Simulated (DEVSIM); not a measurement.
Structure: abrupt Si n-p junction, at 300 K.

Layer 1 from the left is Si, thickness (μm) 0.170, Nd (cm⁻³) 1.3e17, τn (s) 8.9e-6, τp (s) 8.9e-6. Layer 2 from the left is Si, thickness (μm) 1.60, Na (cm⁻³) 3.5e15, τn (s) 8.9e-6, τp (s) 8.9e-6.

Left contact: ohmic. Right contact: ohmic. Voltage is applied to the left contact. Recombination: SRH at mid-gap, radiative, Auger. Mobility is constant in doping.

The device is made up for the run: typed textbook-type constants, with dimensions and the other settings drawn at random. Values at 300 K.

Si: gap (eV) 1.124, affinity (eV) 4.05, permittivity 11.7, Nc (cm⁻³) 2.86e19, Nv (cm⁻³) 3.1e19, μn (cm²/Vs) 1417, μp (cm²/Vs) 470, B (cm³/s) 4.7e-15, Cn (cm⁶/s) 2.8e-31, Cp (cm⁶/s) 9.9e-32.

Q: Estimate by hand the built-in potential, the peak field at zero bias, the capacitance at 0.6 V, and compare with a numerical solution.

A: 
- Built-in potential: ni = √(Nc Nv) exp(−Eg/2kT) = 1.08e10 cm⁻³ with Eg = 1.124 eV; Vbi = kT/q ln(Na Nd/ni²) = 0.750 V; numerical 0.750 V.
- Peak field at zero bias: depletion approximation: W = √(2εVbi/(qN)) = 0.533 μm with N = 3.41e15 cm⁻³; field = 2Vbi/W = 28100 V/cm; numerical 30400 V/cm (estimate below by 7.6 %).
- Capacitance at 0.6 V: C = √(qεN / 2(Vbi + |V|)) = 14.5 nF/cm²; numerical 14.8 nF/cm² (estimate below by 2.2 %).

Model (solved in DEVSIM): 1D drift-diffusion, Boltzmann statistics, complete ionisation; no tunnelling, impact ionisation, image-force lowering or self-heating.
